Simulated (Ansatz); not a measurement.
Consider a periodic stack without vacuum, fluorite-type CoSi2 (0 0 1) on anatase TiO2 (0 0 1) (film strained to the substrate, faces as cut): substrate slab Ti7O16, film Co4Si8, surface cells [[0, 1], [-1, 0]] and [[1, 0], [1, 1]], film strained by +0.2 and +0.2 %, faces O/O and Si/Co as cut (like faces can put a slab off its formula). Its start:

```
CELL_PARAMETERS angstrom
      3.79876     0.00000     0.04712
      0.00000     3.79876    -0.01587
      1.98652     1.44780    30.25934
ATOMIC_POSITIONS crystal
  Ti 0.54712 0.96037 0.08085
  Ti 0.87908 0.87257 0.32196
  O  0.63268 0.00228 0.99762
  O  0.56226 0.45531 0.09299
  O  0.08091 0.96466 0.06450
  O  0.48923 0.93723 0.14459
  Ti 0.93047 0.40057 0.24137
  Ti 0.48585 0.43161 0.16030
  O  0.97479 0.42701 0.17360
  O  0.92221 0.89635 0.25421
  O  0.44173 0.40628 0.22560
  O  0.88895 0.37813 0.30644
  Ti 0.33038 0.84620 0.40248
  O  0.37192 0.86831 0.33492
  O  0.32252 0.34276 0.41563
  O  0.83981 0.85243 0.38712
  O  0.30302 0.82559 0.46776
  Ti 0.74547 0.33608 0.56231
  Ti 0.29372 0.31295 0.48333
  O  0.78564 0.32689 0.49583
  O  0.74449 0.78496 0.57237
  O  0.25455 0.29011 0.54793
  O  0.65812 0.25622 0.63669
  Co 0.29678 0.06197 0.80553
  Co 0.85223 0.59469 0.71381
  Co 0.12584 0.99742 0.99585
  Co 0.72881 0.54118 0.89556
  Si 0.82481 0.08309 0.76186
  Si 0.33255 0.58165 0.76216
  Si 0.40390 0.53437 0.67281
  Si 0.95077 0.10238 0.67482
  Si 0.61746 0.02436 0.93935
  Si 0.18846 0.52079 0.93856
  Si 0.25304 0.55003 0.85059
  Si 0.76128 0.05407 0.84863
```

The start was prepared with a machine-learned potential, and the result is one local minimum, with the in-plane cell held and forces under 0.04 eV/Å; the film can end far from its bulk form.

Calculation: PBE (plane waves to 420 eV, PAW; Ansatz, a first-principles code). Scalar-relativistic, without spin–orbit coupling; the runs are not spin-polarised; PBE gaps are too small against experiment. Its k-point mesh 8×8×1, Fermi–Dirac width 0.05 eV.

### Question
Predict the relaxed interface.

### Answer
The interface area is 14.4 Å², the period comes out as 29.76 Å and the gaps between the outermost planes at the two interfaces comes out as 1.14 and 0.29 Å. The Co–O contacts across the interfaces within 1.22 times the sum of covalent radii comes out as 3, mean 1.93 Å and the O–Si contacts across the interfaces within 1.22 times the sum of covalent radii is 3, mean 1.76 Å. The Co–Ti contacts across the interfaces within 1.22 times the sum of covalent radii comes out as 2, mean 3.10 Å. The estimate of the barrier is withheld, since the two interfaces are unlike. The slope of the mean potential energy in the substrate is +5.2 MV/cm × e.
